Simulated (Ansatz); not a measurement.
Partial pair distribution functions of a relaxed model of amorphous Ti24Si24, broadened by 0.06 Å; density 4.08 g/cm³. These are PBE, scalar-relativistic without spin-orbit coupling (plane waves to 420 eV, PAW; Ansatz, an electronic-structure program) values and carry that method's errors.

The cell was made by melting and quenching with the CHGNet potential and then relaxed with DFT. The hot cell started wider than the set density and was brought back towards it in steps. It is the lowest in DFT energy of 2 quenches. It is a model cell: composition and starting density were chosen by hand, and all elements were melted together. No dispersion term was used. Its density started from a set value of 3.90 and ended at 4.08 g/cm³. Cooling (nominally 160 K/ps over its main leg) ran many orders faster than in experiment, which tends to leave more defects and strain. A cell of this size samples the disorder only roughly. Volume and shape were free in the relaxation. On a 2×2×2 Γ-centred mesh force components of up to 0.19 eV/Å stay, since the relaxation ran on one k-point at (1/4, 1/4, 1/4).

| r (Å) | g Ti-Ti | g Ti-Si | g Si-Si |
|---|---|---|---|
| 2.15 | 0.00 | 0.00 | 0.00 |
| 2.25 | 0.00 | 0.01 | 0.21 |
| 2.35 | 0.00 | 0.26 | 1.62 |
| 2.45 | 0.00 | 2.07 | 3.15 |
| 2.55 | 0.03 | 6.09 | 2.53 |
| 2.65 | 0.32 | 6.31 | 1.15 |
| 2.75 | 0.90 | 3.54 | 0.76 |
| 2.85 | 1.91 | 1.85 | 0.31 |
| 2.95 | 2.44 | 1.32 | 0.38 |
| 3.05 | 2.93 | 0.48 | 0.58 |
| 3.15 | 2.95 | 0.33 | 0.71 |
| 3.25 | 2.11 | 0.25 | 0.66 |
| 3.35 | 1.42 | 0.13 | 0.84 |
| 3.45 | 1.42 | 0.18 | 1.06 |
| 3.55 | 1.47 | 0.19 | 0.93 |
| 3.65 | 0.89 | 0.05 | 1.13 |
| 3.75 | 0.89 | 0.15 | 1.46 |
| 3.85 | 0.32 | 0.28 | 1.34 |
| 3.95 | 0.17 | 0.43 | 0.75 |
| 4.05 | 0.17 | 0.67 | 1.06 |
| 4.15 | 0.21 | 0.77 | 1.08 |
| 4.25 | 0.17 | 0.87 | 0.78 |
| 4.35 | 0.17 | 1.14 | 0.84 |
| 4.45 | 0.09 | 1.37 | 0.94 |

Within 3.92 Å each Ti has 8.33 Ti neighbours on average.
